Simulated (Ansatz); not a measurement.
Consider CuI in the wurtzite structure (space group P6_3mc, No. 186; a = 4.187 Å, c = 6.898 Å). Axes: x lies along a and z along c of the hexagonal cell.

One thing is altered: the cell is stretched by 5.81 % along x with no lateral relaxation; the atoms relax in the strained cell.

Levels (all Ansatz, a first-principles code, PAW): PBEsol (420 eV, without spin-orbit coupling); r2SCAN (500 eV, spin-orbit coupling left out); HSE06 (420 eV, no spin-orbit coupling).

At the geometry relaxed with PBEsol, these levels gave the following band gaps, in shuffled order: (a) 2.66 eV, (b) 1.04 eV, (c) 1.66 eV.

Task: Match each gap to its level.

Result: (a) HSE06; (b) PBEsol; (c) r2SCAN.

Single points use the geometry relaxed with PBEsol. With I present, leaving out spin-orbit coupling can change the band edges. Stability against distortions was not tested. The final runs are not spin-polarised. This is not the structure that CuI has at room temperature and ambient pressure.
